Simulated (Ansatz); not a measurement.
# 1T (CdI2-type) PtTe2

Method: PBE-D3(BJ) in Ansatz (PAW).

Numerical settings: plane-wave cutoff 520 eV, 18×18×12 k mesh (along the axes of the cell as run), Fermi–Dirac smearing 0.05 eV, scalar-relativistic PAW data made under PBE.

Cell (relaxed at this level):

```
PtTe2
1.0
    2.02686    -3.51063     0.00000
    2.02686     3.51063     0.00000
    0.00000     0.00000     5.09346
Te Pt
2 1
Direct
  0.33333   0.66667   0.26676
  0.66667   0.33333   0.73324
  0.00000   0.00000   0.00000
```

| Item | Result |
|---|---|
| bulk modulus | 67.0 GPa |
| band gap | zero (no gap) |
| pressure derivative B′ of the bulk modulus | 8.3 |

Note: the bulk modulus comes from volumes at which shape and atoms were relaxed.

Spin–orbit coupling is not included.

Computed values are for the static lattice.

The result took about 40 core-minutes (a rough figure).

Ansatz is a first-principles code.
